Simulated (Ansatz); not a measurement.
NaHgBr3 in the cubic perovskite structure (space group Pm-3m, No. 221; a hypothetical phase, not in the database extracts checked)

```xyz
5
Lattice="5.5880 0.0000 0.0000 0.0000 5.5880 0.0000 0.0000 0.0000 5.5880" Properties=species:S:1:pos:R:3 pbc="T T T"
Na     0.0000     0.0000     0.0000
Hg     2.7940     2.7940     2.7940
Br     0.0000     2.7940     2.7940
Br     2.7940     2.7940     0.0000
Br     2.7940     0.0000     2.7940
```

Computed with PBE (Ansatz, a quantum-chemistry and plane-wave program), scalar-relativistic without spin-orbit coupling. Γ-centred 9×9×9 mesh, Fermi–Dirac width 0.05 eV.

| Property | Result |
|---|---|
| Volume per atom | 34.90 Å³ |
| Density | 4.41 g/cm³ |
| Band gap | zero |
| Total energy | -4730.595 eV/atom (σ→0; compares only within this code and set-up) |

No phonon test of stability was made. All final runs are without spin polarisation. Many cubic perovskites are stable only at high temperature; tilts and polar distortions were not tested.
